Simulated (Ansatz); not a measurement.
These are PBE (plane waves to 420 eV, PAW; Ansatz, a first-principles code) values and carry that method's errors.

Electrostatic potential energy of an electron, averaged over planes parallel to the surface, in eV from the Fermi level, for the (100) surface of rock-salt TaC, Cr on all Ta sites of the second plane (bottom of the slab: a bare face, its two planes held):

(z (Å), V (eV)): (3.66, 3.38); (3.94, 3.37); (4.22, 3.37); (4.50, 3.37); (4.78, 3.36); (5.06, 3.34); (5.34, 3.30); (5.62, 3.23); (5.91, 3.10); (6.19, 2.84); (6.47, 2.34); (6.75, 1.32); (7.03, -0.79); (7.31, -5.14); (7.59, -12.40); (7.88, -20.71); (8.16, -23.19); (8.44, -17.44); (8.72, -9.13); (9.00, -4.02); (9.28, -2.91); (9.56, -6.21); (9.84, -13.34); (10.12, -21.50); (10.41, -23.51); (10.69, -17.33); (10.97, -9.02); (11.25, -4.14); (11.53, -3.28); (11.81, -6.70); (12.09, -13.84); (12.38, -21.71); (12.66, -23.21); (12.94, -16.74); (13.22, -8.48); (13.50, -3.63); (13.78, -2.68); (14.06, -5.96); (14.34, -13.28); (14.62, -21.39); (14.91, -23.16); (15.19, -16.94); (15.47, -8.78); (15.75, -3.72); (16.03, -2.72); (16.31, -6.46); (16.59, -12.60); (16.88, -16.85); (17.16, -15.08); (17.44, -8.40); (17.72, -2.71); (18.00, -2.48); (18.28, -6.58); (18.56, -13.41); (18.84, -20.68); (19.12, -22.19); (19.41, -15.81); (19.69, -7.02); (19.97, -1.26); (20.25, 1.49); (20.53, 2.74); (20.81, 3.33); (21.09, 3.61); (21.38, 3.74); (21.66, 3.80); (21.94, 3.83); (22.22, 3.84); (22.50, 3.85); (22.78, 3.86); (23.06, 3.86); (23.34, 3.86)

Set-up: 12 atoms, 10.8 Å thick at the start; mesh 12x12x1; 0.1 eV smearing; dipole correction on; 4 atoms held, the rest relaxed; start symmetry kept, larger cells not searched; spin-polarised, ending with about 2.2 μB a cell; orders that need a larger cell were not tried, no spin-orbit, no U. It is one candidate, not shown to be the stable structure of the face.

**Question.** The surface cell has an area of 10.02 Å². What dipole along the normal does the step between the two vacuum levels imply?

**Answer.** the top vacuum level lies 0.48 eV above the bottom one; p = −ε₀ A ΔV (ε₀ = 0.005526 e/(V·Å)) gives -0.03 e·Å a cell.
